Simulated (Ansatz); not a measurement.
Troubleshooting Ansatz (a first-principles code): a failed run on Te3Se (P6_3/mmc, 8 atoms in the cell). The aim is a self-consistent single point with DFT, PBEsol, plane waves, PAW files made with PBE.

Cell that was meant: a = 7.8601 Å, b = 7.8601 Å, c = 4.3022 Å, α = 90.00°, β = 90.00°, γ = 120.00°.

Part of the input:

```yaml
  occupations:
    method: cold
    width: 0.1
  max_iter: 2
output:
  forces: true
  eigenvalues: true
```

Log, with long lists cut:

```
SCF iter   1: F=—  HF=-52258.460332 eV  |F-HF|=—  |Δ(HF+E_count)|=         —  Δρ=3.49e-2  dr2=1.11e1  ethr=3.10e-3  ⟨swp⟩=9.6  Hψ=10093  notcnv=0
all-band conjugate gradients solve this SCF's bands
preconditioner: auto → Kerker (q_TF=auto, 2.474 Å⁻¹)
SCF iter   2: F=—  HF=-52257.385689 eV  |F-HF|=—  |Δ(HF+E_count)|=    1.07e0  S|Δr|=    0.00e0  Δρ=2.08e-2  dr2=4.21e0  ethr=3.10e-3  ⟨swp⟩=9.7  Hψ=6835  notcnv=0
Error: did not converge after 2 iterations: dr2 = 4.21e0 (threshold 1.00e-7), under the density mixer `msr1`, which `scf.mixing.algorithm: auto` chose by the deck's other keys (type `scf.mixing.algorithm: msr1` to keep it); raise `scf.max_iter`, which need not help a stalled SCF, or adjust the mixing (`scf.mixing`) or, under a smearing, its width (`scf.occupations.width`, in either direction: another width is another result); this SCF holds its density and magnetisation to the symmetry operations that it keeps, and cannot end on a state that breaks one of them: if the state sought breaks one, re-run with `crystal.symmetry.detect: false`, without `crystal.symmetry.time_reversal: [...]
```

Q: What is wrong, and how is it fixed?

A: The fault is an iteration limit that is too low. The loop is cut before its threshold is met, so whatever is printed at the end is not self-consistent. To fix it, raise the limit, or leave it to the default. The run ended unconverged after 2 iterations.

An input that runs soundly differs in these lines (not the only fix; some lines may just follow from the change or write a value another way):
```diff
-  max_iter: 2
```

With that input, the run converged in 10 iterations: free energy E − TS (on the zero of these files) -52256.6796 eV; Fermi level (on the code's own zero) 9.72 eV; pressure -2.90 GPa; largest force (vector length) 0.049 eV/Å (DFT, PBEsol, plane waves, PAW files made with PBE).

On the sound input: the starting cell comes from a database of computed structures (which also holds hypothetical and non-ambient phases and stackings), without a prior relaxation at this level. Ansatz's pressure includes its estimate of the finite-basis (Pulay) stress. The run gives no clean gap (levels at the Fermi energy touch, overlap or are partly filled at this smearing), which alone does not show that the compound is a metal.

Keys are those of Ansatz 0.2.
